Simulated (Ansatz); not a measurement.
The parent structure is GaN in the zinc blende structure (space group F-43m, No. 216; a = 4.549 Å).

Calculations: PBE (Ansatz, a program for electronic structure), no spin-orbit coupling.

One change was made to it. Results:

```csv
quantity,base,after
electron mass,0.14 mₑ (at Γ),0.15 mₑ (at Γ)
"hole mass (degenerate bands, along [100])","0.14, 0.90, 0.90 mₑ (at Γ)","0.16, 0.88, 0.88 mₑ (at Γ)"
volume per atom,11.76 Å³,11.49 Å³
```

Problem. Which of these changes matches the shifts?
A. pressure 4.2 GPa
B. pressure −2 GPa
C. pressure 18 GPa
D. pressure 9 GPa
E. pressure 60 GPa

Solution. A, pressure 4.2 GPa. For comparison, the electron mass in the other runs: pressure 18 GPa gives 0.18 mₑ (at Γ); pressure 60 GPa gives 0.24 mₑ (at Γ); pressure 9 GPa gives 0.16 mₑ (at Γ); pressure −2 GPa gives 0.14 mₑ (at Γ).

The levels and masses belong to the bands next to the band gap. Load acts through the strain it causes; cell and atoms are relaxed under it. Masses are band curvatures over ±0.01 Å⁻¹ around the edge. Whether these cells are dynamically stable was not tested. Tetrahedral semiconductors of this kind turn to denser phases somewhere between about 1 and 50 GPa; those were not computed, so compressed cells here can lie past the real transition. This is not the structure that GaN has at room temperature and ambient pressure.
